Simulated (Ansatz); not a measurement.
## What Yb → Tm does to Yb

Consider Yb in the fcc (Cu type) structure (space group Fm-3m, No. 225; a = 5.067 Å).

The change: Tm takes the place of Yb on all its sites, then cell and atoms are relaxed.

The values are results of Ansatz (a first-principles code) PBEsol, no SOC, earlier PAW set, not measurements. Settings: 16×16×16 k-points, 0.05 eV Fermi–Dirac smearing.

- Density: 8.88 g/cm³ (base 8.84 g/cm³)
- Lattice parameter a: 5.019 Å (base 5.067 Å)
- Space group: Fm-3m (No. 225) (base Fm-3m (No. 225))
- Shortest interatomic distance: 3.549 Å (base 3.583 Å)
- Magnetic state: ferromagnetic (base non-magnetic)
- Largest site moment: 1.14 μB (base 0.00 μB)

Other magnetic orders, which the real material may have, were not ruled out. The 4f electrons are in the valence with no U and their state was not checked, so volumes and moments can be off. Stability against distortions was not tested. For Tm in this form, whether it has been made was not checked. Seeded moments were not kept for the base. Spin-polarised in the final run: Tm; the other runs are not. This is not the structure that Tm has at room temperature and ambient pressure.
